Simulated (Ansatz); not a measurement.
Ansatz (a program for electronic structure) run on Sc3IrC4 (Immm, 8 atoms in the cell): self-consistent single point.

Method of the run: PBEsol, PAW files made with PBE (plane waves; Ansatz).

```
Sc3IrC4
1.0
   -1.72852     2.21894     6.11005
    1.72852    -2.21894     6.11005
    1.72852     2.21894    -6.11005
Sc Ir C
3 1 4
Cartesian
  0.00000   0.00000   6.11005
  0.00000   2.21894   3.78395
  1.72852   0.00000   2.32609
  0.00000   0.00000   0.00000
  1.72852  -0.72511   4.54710
  0.00000   2.94405   1.56295
  1.72852   0.72511   4.54710
  0.00000   1.49383   1.56295
```

Reference input (self-consistent single point, DFT, PBEsol, plane waves, PAW files made with PBE): basis.ecutwfc = 30.9 Ry; kpoints.mp_grid.grid = 9 9 9; hamiltonian.xc = pbesol; hamiltonian.pseudopotentials = {kind: paw} (the program's default PAW files); scf.occupations.method = methfessel_paxton; scf.occupations.width = 0.0073 Ry. This run's input differs from it in these lines:

Ansatz 0.2 input:
```diff
@@ -16,3 +16,3 @@
 basis:
-  ecutwfc: 30.9 Ry
+  ecutwfc: 61.7 Ry
 kpoints:
```

The program printed (abridged):

```
SCF iter   1: F=—  HF=-19129.752762 eV  |F-HF|=—  |Δ(HF+E_count)|=         —  Δρ=1.25e-1  dr2=3.50e1  ethr=3.10e-3  ⟨swp⟩=4.4  Hψ=17170  notcnv=0
all-band conjugate gradients solve this SCF's bands
preconditioner: auto → Kerker (q_TF=auto, 2.573 Å⁻¹)
SCF iter   2: F=—  HF=-19126.753701 eV  |F-HF|=—  |Δ(HF+E_count)|=    3.00e0  S|Δr|=    0.00e0  Δρ=5.63e-2  dr2=7.03e0  ethr=3.10e-3  ⟨swp⟩=3.0  Hψ=10127  notcnv=0  defer=288
   [... lines left out ...]
SCF iter   7: F=—  HF=-19125.913337 eV  |F-HF|=—  |Δ(HF+E_count)|=   1.54e-5  S|Δr|=    0.00e0  Δρ=5.14e-5  dr2=3.77e-6  ethr=5.37e-8  ⟨swp⟩=2.0  Hψ=6655  notcnv=0  defer=291
SCF iter   8: F=—  HF=-19125.913337 eV  |F-HF|=—  |Δ(HF+E_count)|=   4.56e-7  S|Δr|=    0.00e0  Δρ=1.53e-5  dr2=4.96e-7  ethr=5.72e-9  ⟨swp⟩=2.0  Hψ=6746  notcnv=0  defer=291
SCF iter   9: F=-19125.913337 eV  HF=-19125.913337 eV  |F-HF|=2.34e-8  |Δ(HF+E_count)|=   7.24e-8  S|Δr|=    0.00e0  Δρ=3.91e-6  dr2=3.26e-8  ethr=1.52e-10  ⟨swp⟩=12.3  Hψ=22494  notcnv=0
SCF 1 converged in 9 iterations: F = -19125.913337 eV  dr2 = 3.26e-8
Stability not checked (fill_not_monotonic)
Free energy (F): -19125.913337 eV
Internal energy: -19125.913097 eV  (E = F + TS)
E sigma→0 (E₀):  -19125.913277 eV
Entropy (-TS):   -0.000240 eV (-0.030 meV/atom)
Fermi energy:    14.391920 eV
--- Forces (eV/Å), atoms counted from 1 ---
  atom   1  Sc     0.00000000     0.00000000    -0.00000000
  atom   2  Sc     0.00000000    -0.00000000    -0.00156876
  atom   3  Sc    -0.00000000     0.00000000     0.00156876
  atom   4  Ir    -0.00000000     0.00000000    -0.00000000
   [... lines left out ...]
  atom   8  C      0.00000000    -0.04911951    -0.17671201
--- Stress (GPa, compression-positive) ---
       -5.168807       0.000000       0.000000
        0.000000      -5.606539       0.000000
        0.000000       0.000000      -5.930770
  P = ⅓ Tr σ = -5.5687 GPa (-55.687 kbar)
  The stress holds the Pulay correction. Without it, at fixed plane waves, as pw.x and ABINIT print it: P = -5.5727 GPa
```

The run converged in 9 iterations. Against the reference run the free energy goes down by 1.3 meV/atom, the pressure stays at -5.57 GPa and the largest force stays at 0.183 eV/Å.

The starting cell comes from a database of computed structures (which also holds hypothetical and non-ambient phases and stackings), without a prior relaxation at this level. Spin polarisation is off. Ansatz's pressure includes its estimate of the finite-basis (Pulay) stress.

Cost on one core of a shared machine: roughly 50 s.
